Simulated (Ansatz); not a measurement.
The parent structure is LiNbO₃ (space group R3c, No. 161).

```xyz
10
Lattice="2.5337 1.4629 4.5624 -2.5337 1.4629 4.5624 0.0000 -2.9257 4.5624" Properties=species:S:1:pos:R:3 pbc="T T T"
Li     0.0000     0.0000     3.8481
Li     0.0000     0.0000    10.6917
Nb     0.0000     0.0000    13.6533
Nb     0.0000     0.0000     6.8097
O     -0.6593    -1.4089     5.4222
O      1.5498     0.1335     5.4222
O     -0.8905     1.2754     5.4222
O     -1.6432    -0.1874     7.7034
O      0.6593     1.5168     7.7034
O      0.9839    -1.3293     7.7034
```

Cartesian axes are those of the cell as printed.

The values are results of LDA (Ansatz, a first-principles code; PAW; 420 eV plane waves; no spin-orbit coupling), not measurements.

Strains are applied to the cell and any free atomic positions relax.

One change was made to it. Results:

The largest internal atomic displacement comes out as 0.048 Å; the energy goes up by 5.9 meV/atom; the pressure (mean of the normal stresses, compression positive) goes from zero to -3.28 GPa.

Question: Which of these changes matches the shifts?
A) uniaxial strain ε_xx = +1.50 %
B) uniaxial strain ε_xx = +3.00 %
C) uniaxial strain ε_xx = +2.25 %

Answer: B, uniaxial strain ε_xx = +3.00 %. For comparison, the energy relative to the base in the other runs: uniaxial strain ε_xx = +2.25 % gives +3.4 meV/atom; uniaxial strain ε_xx = +1.50 % gives +1.5 meV/atom.

No phonon test of stability was made.
